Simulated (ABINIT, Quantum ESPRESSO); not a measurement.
A Quantum ESPRESSO input for a self-consistent single point of Cd (P6_3/mmc, 2 atoms in the cell) (DFT, PBE, plane waves, SSSP 1.1.2 precision (PBE) pseudopotentials):

```fortran
&control
    calculation = 'scf',
    prefix = 'pwscf',
    outdir = './work',
    pseudo_dir = './',
    verbosity = 'high',
    tprnfor = .true.,
    tstress = .true.,
/
&system
    ibrav = 0,
    celldm(1) = 5.6764351962,
    nat = 2,
    ntyp = 1,
    ecutwfc = 55,
    ecutrho = 440,
    occupations = 'smearing',
    smearing = 'gauss',
    degauss = 0.0073499,
/
&electrons
    conv_thr = 1.0e-11,
    mixing_beta = 0.7,
/
ATOMIC_SPECIES
Cd   112.4140  Cd.pbe-dn-rrkjus_psl.0.3.1.UPF
ATOMIC_POSITIONS crystal
Cd    0.3333333333    0.6666666667    0.2500000000
Cd    0.6666666667    0.3333333333    0.7500000000
K_POINTS automatic
13 13 6  0 0 0
CELL_PARAMETERS alat
   0.5000000000    -0.8660254038     0.0000000000
   0.5000000000     0.8660254038     0.0000000000
   0.0000000000     0.0000000000     1.8859059492
```

Task: Write the same calculation as an input for ABINIT.

Result: One input that does it (others would too):

```
# Cd, JTH v2.0 PBE PAW
pp_dirpath "./"
pseudos "Cd.GGA_PBE-JTH.xml"
acell 3.0038401450 3.0038401450 5.6649600000 Angstrom
rprim
         0.5000000000   -0.8660254038    0.0000000000
         0.5000000000    0.8660254038    0.0000000000
         0.0000000000    0.0000000000    1.0000000000
natom 2
ntypat 1
znucl 48
typat 1 1
xcart
         2.8382175981    1.6386456943    2.6763057267
         2.8382175981   -1.6386456943    8.0289171802
ecut 40 Ry
pawecutdg 80 Ry
pawxcdev 0
occopt 7
tsmear 0.1 eV
nband 17
kptopt 1
ngkpt 13 13 6
nshiftk 1
shiftk 0 0 0
nstep 60
tolvrs 1.0e-10
prtwf 0
prtden 0
enunit 2
```

Basis settings and potentials, where a program has them, do not carry over. This input uses DFT, PBE, plane waves, PAW (JTH v2.0 PBE PAW). Both were run: pressure 0.62 GPa in Quantum ESPRESSO and 1.20 in ABINIT.

On Quantum ESPRESSO: the starting cell has typed, rounded lattice constants, without a prior relaxation at this level. Its lattice was rescaled by a random factor within 2.5 % of one.

On ABINIT: the starting cell has typed, rounded lattice constants, without a prior relaxation at this level. Its lattice was rescaled by a random factor within 2.5 % of one.
